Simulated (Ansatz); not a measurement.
A (4,2) carbon nanotube, relaxed period 11.286 Å, atoms relaxed at each strain.

| strain | energy (meV a period) | axial force (nN) |
|---|---|---|
| -0.015 | +342.1 | -6.59 |
| +0.015 | +331.4 | +6.15 |

All values below come from PBE (plane waves to 420 eV, PAW; Ansatz, a program for electronic structure). Mesh 1×1×6. No spin polarisation. It repeats along c; a and b span vacuum. An idealised model, rolled from the flat sheet. It keeps the symmetry and period of its start, so it need not be a minimum against all distortions. Buckling under compression is shut out by symmetry and the short period. Energies are free energies at a Fermi–Dirac width of 0.05 eV, from the unstrained cell.

Mean diameter 4.29 Å.

Task: Work out the axial stiffness dF/dε in two ways, and what it means for a modulus.

Result: From the forces: (+6.15 − (-6.59))/0.030 = 425 nN. From the energies: (E₊ + E₋)/(ε² c) = 0.6735 eV/(0.015² × 11.286 Å) = 265.2 eV/Å = 425 nN. The two agree to within 1 %. Spread over the circumference π × 4.29 Å, the force value is a sheet stiffness of 315 N/m.
